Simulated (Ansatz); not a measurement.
An Ansatz (a first-principles code) run: hypothetical P6_422 BAs with a change (uniaxial strain ε_zz = −2.90 %); PBEsol (Ansatz), scalar-relativistic without spin-orbit coupling.

Input:

Ansatz 0.2 input:
```yaml
crystal:
  lattice:
    - [3.4290390358, 0, 0]
    - [-1.7145195179, 2.9696349156, 0]
    - [0, 0, 7.1884121959]
  atoms:
    - { symbol: B, position: [0, 0.5, 0.3333333333] }
    - { symbol: B, position: [0.5, 0.5, 0.6666666667] }
    - { symbol: B, position: [0.5, 0, 0] }
    - { symbol: As, position: [0, 0.5, 0.8333333333] }
    - { symbol: As, position: [0.5, 0.5, 0.1666666667] }
    - { symbol: As, position: [0.5, 0, 0.5] }
basis: { ecutwfc: 420, ecutrho_ratio: 4, xc_grid: 2, fft_grid_basis: typed }
kpoints: { mp_grid: { grid: [11, 11, 5] } }
hamiltonian:
  xc: pbesol
  dispersion: none
  pseudopotentials: { kind: paw }
scf: { occupations: { method: fermi_dirac, width: 0.05 }, convergence: { dr2_threshold: 0.0000000006 } }
relax: { f_tol: 0.005, max_steps: 50 }
output: { forces: true, stress: true }
checkpoint: { write: state.ck, write_every: 1000 }
```

Output (explanatory and most iteration lines left out):

```
Relaxation: its limit of steps is 50 (relax.max_steps)
Pseudopotential: B, paw, valence charge 3
Pseudopotential: As, paw, valence charge 15
Crystal: 6 atoms, lattice volume = 73.200 Å³
Basis set: ecut = 420 eV, 1429 PW (Γ), exchange–correlation on 48×48×100 points (8 copies of the dense FFT grid, shifted against one another)
Bands: 33, of which v1, the nominal top of the filled ones, is band 27 counted from 1 (26 counted from 0)
Symmetry: 12 space group operations
Space group: P6422 (ITA 181), of the structure as read, at distance tolerance 4.2e-5 Å
k-points: 48 of 605 (time reversal used)
Functional: x = pbesol(κ = 0.804, μ = 0.12345679012345678), c = pbesol(β = 0.046)
SCF iter   1: F=—  HF=-14894.772283 eV  |F-HF|=—  |Δ(HF+E_count)|=         —  Δρ=6.58e-3  dr2=4.09e-2  ethr=1.77e-3  ⟨swp⟩=5.4  Hψ=6307  notcnv=0
SCF iter   2: F=—  HF=-14894.760212 eV  |F-HF|=—  |Δ(HF+E_count)|=   1.21e-2  Δρ=2.43e-3  dr2=4.94e-3  ethr=7.57e-5  ⟨swp⟩=2.0  Hψ=2223  notcnv=0  defer=46
SCF 1 converged in 7 iterations: F = -14894.758596 eV  dr2 = 4.83e-10
relax step   1: F+E_penalty+E_count = -14894.75859588 eV  Δ(F+E_penalty+E_count) = +0.000e0 eV  max|allowed force component| = 6.794e-16 eV/Å  Δτ_max = 0.0000 Å  (7 SCF iters, accepted)
SCF converged after 7 iterations
Free energy (F): -14894.758596 eV
Internal energy: -14894.758378 eV  (E = F + TS)
E sigma→0 (E₀):  -14894.758487 eV
Entropy (-TS):   -0.000218 eV (-0.036 meV/atom)
Fermi energy:    13.588197 eV
--- Forces (eV/Å), atoms counted from 1 ---
  atom   1  B     -0.00000000     0.00000000     0.00000000
  atom   2  B     -0.00000000     0.00000000    -0.00000000
  atom   3  B      0.00000000    -0.00000000    -0.00000000
  atom   4  As    -0.00000000    -0.00000000    -0.00000000
  atom   5  As    -0.00000000    -0.00000000    -0.00000000
  atom   6  As     0.00000000    -0.00000000    -0.00000000
--- Stress (GPa, compression-positive) ---
        2.148778      -0.000000      -0.000000
        0.000000       2.148778      -0.000000
       -0.000000      -0.000000       9.736083
  P = ⅓ Tr σ = 4.6779 GPa (46.779 kbar)
--- Relaxed structure (1 steps of the walk, 1 accepted, 0 SCFs on fresh bases) ---
  atoms:
    - { symbol: B, position: [5.551115123125783e-17, 0.5, 0.3333333333333333] }
    - { symbol: B, position: [0.49999999999999994, 0.5, 0.6666666666666666] }
    - { symbol: B, position: [0.4999999999999999, 0.0, 0.0] }
    - { symbol: As, position: [5.551115123125783e-17, 0.5, 0.8333333333333334] }
    - { symbol: As, position: [0.49999999999999994, 0.5, 0.16666666666666666] }
    - { symbol: As, position: [0.4999999999999999, 0.0, 0.5] }
```

Whether these cells are dynamically stable was not tested. The cell was made from BAs (space group P6_422, No. 181; a hypothetical phase, not in the database extracts checked) by this change: uniaxial strain ε_zz = −2.90 %.
